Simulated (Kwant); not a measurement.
Device: six-terminal Hall bar in a Si two-dimensional gas. Effective mass 0.19 mₑ, grid spacing 12 nm, hard walls, nominal width 300 nm (25 grid rows, so walls 312 nm apart), one parabolic valley, scattering region 780 nm long along x; energies count from the band bottom; Fermi energy 0.000635 eV. Four side probes 150 nm wide, two on each edge; current runs along x; the sign of the Hall resistance is a convention. Perpendicular field swept from 0.086848 to 1.7717 T, also in the leads; orbital effect alone.

Constants are typed, rounded textbook-type inputs, not results; the design itself was drawn at random and stands for no fabricated device.

Kwant, effective-mass tight-binding model on a square grid, one spin, coherent transport at 0 K. Resistances are in h/e².

How many Landau levels lie under the Fermi energy, and what Hall resistance follows, at 0.635 meV and 0.173 T; 0.635 meV and 0.886 T; 0.635 meV and 1.03 T; 0.635 meV and 1.17 T?

ħωc = ħeB/m = 0.609 meV a tesla; levels lie at (n + ½)ħωc. E/ħωc = 6.04 gives 6 levels and h/(6e²) = 0.167; simulated 0.185, off the plateau. E/ħωc = 1.18 gives 1 level and h/(1e²) = 1.000; simulated 1.000. E/ħωc = 1.01 gives 1 level and h/(1e²) = 1.000; simulated 1.000. E/ħωc = 0.89 gives 1 level and h/(1e²) = 1.000; simulated 1.000. The count is that of a wide sample; where the walls of bar or probes squeeze the orbits, it misses.
